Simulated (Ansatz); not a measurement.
## Lattice constant a of MoGa3 (model structure, started from the Cu3Au type, Pm-3m, No. 221, 4 atoms in the cell) at several levels of theory

No measured value is used here.

```csv
level (code),value (Å)
LDA (Ansatz),3.873
PBE (Ansatz),3.968
PBEsol (Ansatz),3.909
r²SCAN (Ansatz),3.921
```

LDA, PBE, PBEsol, r²SCAN: the run has no spin polarisation, so it can have missed a magnetic state. Cutoffs differ between the levels. Ansatz's density-functional and Hartree–Fock values are scalar-relativistic unless marked +SOC, with PAW data made under PBE.

A model structure was made by putting elements into a prototype or built by hand; it is no filed structure, need not be a known phase, and can be a saddle point held by its symmetry.

Ansatz is a program for electronic structure.
